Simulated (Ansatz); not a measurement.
CdO (model structure, started from the beta GaS type, P6₃/mmc, No. 194, 8 atoms in the cell): properties by level of theory

```tsv
level (code)	lattice constant a (Å)	c axis length (Å)
PBE (Ansatz)	3.756	14.339
PBEsol (Ansatz)	3.705	11.646
PBE-D3(BJ) (Ansatz)	3.733	11.580
```

Ansatz's density-functional and Hartree–Fock values are scalar-relativistic unless marked +SOC, with PAW data made under PBE.

A model structure was made by putting elements into a prototype or built by hand; it is no filed structure, need not be a known phase, and can be a saddle point held by its symmetry.

Ansatz is a quantum-chemistry and plane-wave program.
